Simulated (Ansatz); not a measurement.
# Short convergence ladders for Au (Fm-3m, 1 atom in the cell)

```xyz
1
Lattice="0.0000 2.0339 2.0339 2.0339 0.0000 2.0339 2.0339 2.0339 0.0000" Properties=species:S:1:pos:R:3 pbc="T T T"
Au     0.0000     0.0000     0.0000
```

Base method: PBEsol, PAW files made with PBE (plane waves; Ansatz, a quantum-chemistry and plane-wave program).

Base settings: basis.ecutwfc = 420 eV; kpoints.mp_grid.grid = 14 14 14; hamiltonian.xc = pbesol; hamiltonian.pseudopotentials = {kind: paw} (the program's default PAW files); scf.occupations.method = fermi_dirac; scf.occupations.width = 0.1 eV.

The count of work is k-points × plane waves × bands × iterations; it is no time. 

**The cutoff for other potential files**

Level: DFT, PBEsol, plane waves, harder PAW files (source: ansatz) made with PBE.

In this ladder: hamiltonian.pseudopotentials = {kind: paw, source: ansatz}.

The second cell is the first with its lattice scaled by 0.98.

The mesh stays at the base's, so the ladder's end is converged at best in this setting alone.

The first pressure column holds Ansatz's estimate of the finite-basis (Pulay) stress, which hides part of the cutoff error; the other is without it.

Only quantities that move along the ladder and can be compared are tabulated.

| basis.ecutwfc | free energy less the last step's (meV/atom) | energy of the compressed cell less the first (meV/atom) | pressure (GPa) | pressure without the Pulay estimate (GPa) | count of work / last |
|---|---|---|---|---|---|
| 280 eV | 10400.10 | 26.19 | -4.52 | -441.76 | 0.10 |
| 340 eV | 2506.14 | 16.75 | -1.51 | -135.96 | 0.16 |
| 430 eV | 213.85 | 49.20 | 1.99 | -15.18 | 0.20 |
| 525 eV | 9.38 | 51.83 | 2.08 | 0.91 | 0.28 |
| 615 eV | 0.35 | 51.99 | 2.10 | 2.08 | 0.34 |
| 740 eV | 0.22 | 51.98 | 2.10 | 2.09 | 0.46 |
| 925 eV | 0.14 | 51.97 | 2.10 | 2.09 | 0.65 |
| 1235 eV | 0.00 | 51.97 | 2.10 | 2.09 | 1.0 |

Coarsest basis.ecutwfc that holds the free energy within 0.5 meV/atom of the last step, with all finer ones: 615 eV, at 0.34 of the last step's count of work; the step before is off by 9.4 meV/atom.

Coarsest basis.ecutwfc that holds the pressure without the Pulay estimate within 0.2 GPa of the last step, with all finer ones: 615 eV, at 0.34 of the last step's count of work; the step before is off by 1.2 GPa.

Coarsest basis.ecutwfc that holds the pressure within 0.2 GPa of the last step, with all finer ones: 430 eV, at 0.20 of the last step's count of work; the step before is off by 3.6 GPa.

The energy difference between the two cells stays within 1 meV/atom of the last step's from 525 eV on, the total only from 615 eV on: much of the error is common to both cells and cancels.

At the lowest cutoff the pressure without the Pulay estimate lies 444 GPa under the last step's, the usual sign of Pulay stress in an incomplete plane-wave basis.

**The density cutoff**

The mesh stays at the base's, so the ladder's end is converged at best in this setting alone.

Only quantities that move along the ladder and can be compared are tabulated.

| basis.ecutrho_ratio | free energy less the last step's (meV/atom) |
|---|---|
| 2 | -1.67 |
| 3 | -0.51 |
| 4 | -0.16 |
| 5 | -0.06 |
| 6 | -0.04 |
| 8 | -0.01 |
| 10 | 0.00 |
| 12 | 0.00 |
| 16 | 0.00 |

Coarsest basis.ecutrho_ratio that holds the free energy within 1 meV/atom of the last step, with all finer ones: 3; the step before is off by 1.7 meV/atom.

**The relaxed cell against the cutoff**

In this ladder: relax = cell and atoms.

The mesh stays at the base's, so the ladder's end is converged at best in this setting alone.

Only quantities that move along the ladder and can be compared are tabulated.

| basis.ecutwfc | relaxed volume (Å³/atom) | relaxation steps |
|---|---|---|
| 250 eV | 17.150 | 20 |
| 295 eV | 16.994 | 9 |
| 355 eV | 17.016 | 7 |
| 420 eV | 17.016 | 5 |
| 505 eV | 17.015 | 5 |
| 630 eV | 17.014 | 5 |
| 840 eV | 17.014 | 5 |

Coarsest basis.ecutwfc that holds the relaxed volume within 0.034 Å³/atom of the last step, with all finer ones: 295 eV; the step before is off by 0.14 Å³/atom.

At the lowest cutoff the cell relaxes to a volume 0.8 % larger than at the highest. Ansatz relaxes on a stress corrected for the finite basis.

On the base run: the starting cell has typed, rounded lattice constants, without a prior relaxation at this level. Its lattice was rescaled by up to half a per cent.

Left out of this page: 1 run of the series failed or unconverged.

Keys are those of Ansatz 0.2.
